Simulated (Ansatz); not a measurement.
SiC (model structure, started from the WC type, P-6m2, No. 187, 2 atoms in the cell) was calculated with PBEsol (Ansatz, a quantum-chemistry and plane-wave program, plane waves, PAW).

Run with plane-wave cutoff 520 eV, 24×24×22 k mesh (along the axes of the cell as run), Fermi–Dirac smearing 0.05 eV, scalar-relativistic PAW data made under PBE.

Cell (relaxed at this level):

```
CSi
1.0
    2.84065     0.00000     0.00000
   -1.42033     2.46008     0.00000
    0.00000     0.00000     2.55939
Si C
1 1
Direct
  0.00000   0.00000   0.00000
  0.66667   0.33333   0.50000
```

**Question.** Predict the bulk modulus.

**Answer.** 
- bulk modulus = 210 GPa

The run finds no gap.

Note: the bulk modulus is −V dP/dV from two relaxed cells at ±2 % in volume; the relaxation could raise the start's symmetry but not lower it, so the cell can be a saddle point.

Computed values are for the static lattice.

A model structure was made by putting elements into a prototype or built by hand; it is no filed structure, need not be a known phase, and can be a saddle point held by its symmetry.
